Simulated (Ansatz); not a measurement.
Levels about the gap of amorphous Si30N41Ga (72 atoms in a cell of 811 Å³, 3.04 g/cm³; zone centre alone, so wide bands show as single levels with stretches between that a denser mesh fills), at the geometry that PBE relaxed, where it gives -0.6 GPa on a denser mesh. Exact exchange is cut at the faces of this small cell, which leaves a finite-size error. The participation number counts the atoms over which a state spreads; weights are charges in smoothed Voronoi cells. The levels come from a single point, so bond lengths are those of that geometry. Method of the levels: HSE06, scalar-relativistic without spin-orbit coupling (Ansatz, an electronic-structure program). Sampling: the zone centre alone; Fermi-Dirac width 0.01 eV; collinear spin, started from moments on atoms (the moments died out). At PBE the levels at the filled edge of the gap are localised (band-tail or defect states), and the nearest spread-out levels lie 3.0 eV apart at the zone centre.

It comes from a melt-quench run on a machine-learned potential (CHGNet), relaxed afterwards by DFT. N atoms were pushed apart under 1.9 Å during the dynamics, to hinder bonds among them. The hot cell started wider than the set density and was brought back towards it in steps. It is the lowest in DFT energy of 2 quenches. It is a model cell: composition and starting density were chosen by hand, and all elements were melted together. No dispersion term was used. Its density started from a set value of 3.04 and ended at 3.04 g/cm³. The simulated quench (nominally 300 K/ps over its main leg) is rapid and tends to freeze in more defects than a deposited or slowly cooled glass has. One small periodic cell is one sample of the glass; other quenches scatter about these values. The volume was held where the preparation left it and the shape relaxed, at a PBE pressure of -0.6 GPa (tension). Stress components on the final sampling reach 0.7 GPa. On a 2×2×2 Γ-centred mesh force components of up to 0.17 eV/Å stay, since the relaxation ran on the zone centre alone.

```
E - E(highest filled), eV  filling  spin  participation number        largest on  weight N  weight Si  weight Ga
-------------------------  -------  ----  --------------------  ----------------  --------  ---------  ---------
-0.40                       filled    dn                  18.1   N, 3 neighbours      0.90       0.09       0.00
-0.29                       filled    up                  17.5   N, 3 neighbours      0.91       0.09       0.00
-0.29                       filled    dn                  17.5   N, 3 neighbours      0.91       0.09       0.00
-0.14                       filled    up                   6.8   N, 2 neighbours      0.90       0.10       0.00
-0.14                       filled    dn                   6.8   N, 2 neighbours      0.90       0.10       0.00
0.00                        filled    up                   7.7   N, 3 neighbours      0.88       0.11       0.00
0.00                        filled    dn                   7.7   N, 3 neighbours      0.88       0.11       0.00
4.07                         empty    dn                  26.6  Ga, 3 neighbours      0.50       0.37       0.13
4.07                         empty    up                  26.6  Ga, 3 neighbours      0.50       0.37       0.13
4.59                         empty    dn                  17.2  Si, 4 neighbours      0.45       0.42       0.13
4.59                         empty    up                  17.2  Si, 4 neighbours      0.45       0.42       0.13
5.02                         empty    dn                  32.9  Si, 4 neighbours      0.42       0.53       0.05
5.02                         empty    up                  32.9  Si, 4 neighbours      0.42       0.53       0.05
5.06                         empty    dn                  20.4  Si, 4 neighbours      0.43       0.56       0.01
```

Most localised among these is the filled level at -0.14 eV, on a N atom, which has 2 neighbours (Si 1.64 Å, Si 1.68 Å).
